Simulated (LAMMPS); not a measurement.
System: a melt made from Zr (hcp), 4032 atoms, at 1170 K and 0 GPa, brought to that temperature within a few picoseconds.

Method: classical MD, pair style eam/fs, file Zr_mm.eam.fs; code LAMMPS.

Question: Estimate the state found, the density, the volume per atom, the enthalpy per atom, the self-diffusion coefficient of Zr (not corrected for cell size) for this model.

Answer: state found: liquid; density: 6.2229 ± 0.0004 g/cm³; volume per atom: 24.343 ± 0.002 Å³/atom; enthalpy per atom: -6.1637 ± 0.0004 eV/atom; self-diffusion coefficient of Zr (not corrected for cell size): (2.00 ± 0.01) × 10^-5 cm²/s.

Caution: this liquid lies under the melting point of about 1370 K that EAM-type Zr_mm.eam.fs gives, so it is undercooled.
